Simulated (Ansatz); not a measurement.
Base system: ZrSe₂ in the fluorite structure (space group Fm-3m, No. 225; a = 6.596 Å; a hypothetical phase, not in the database extracts checked; relaxed with 0.1 eV smearing). Axes: x, y, z lie along the cube axes.

The values are results of PBE (Ansatz, a quantum-chemistry and plane-wave program), without spin-orbit coupling, not measurements.

The change: the cell is scaled by 0.9825 in all directions; the atoms relax in the strained cell.

Q: Predict the stress tensor and what it implies for the stiffness.

A: Stress of the strained cell less that of the base (GPa, compression positive):
```
    5.0     0.0     0.0
    0.0     5.0     0.0
    0.0     0.0     5.0
```

Then B = −ΔP/(ΔV/V₀) with ΔV/V₀ = -0.0516 gives secant stiffness values (nonlinear terms included at this strain): B ≈ 96 GPa.

As a check, the harmonic strain energy −½ V₀ Δσ:ε is 19 meV/atom; the computed energy rise is 18 meV/atom.

Stability against distortions was not tested. The final runs are not spin-polarised.
